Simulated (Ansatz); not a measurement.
The parent structure is SiSe₂ (space group Ibam, No. 72; a = 6.301 Å, b = 9.302 Å, c = 5.856 Å; made of chains).

All numbers come from PBEsol, PAW, 420 eV (Ansatz, a first-principles code; no SOC).

For the base:

| Property | Value |
|---|---|
| Band gap | 1.65 eV |
| Electron mass | 0.63 mₑ along a, 0.44 mₑ along b, 1.3 mₑ along c (at X) |

Now apply this change: an isotropic linear strain of −0.51 %; the atoms relax in the strained cell.

What does the calculation give for the band gap after the change?

The band gap shrinks by 0.04 eV, from 1.65 eV to 1.61 eV.

What happens to the electron mass?

The electron mass becomes 0.61 mₑ along a, 0.42 mₑ along b, 1.2 mₑ along c (at X) (base: 0.63 mₑ along a, 0.44 mₑ along b, 1.3 mₑ along c (at X)).

Predict the new energy relative to the base.

The energy is nearly the same.

Masses are band curvatures over ±0.01 Å⁻¹ around the edge. Whether these cells are dynamically stable was not tested. No dispersion term is included in the PBEsol runs.
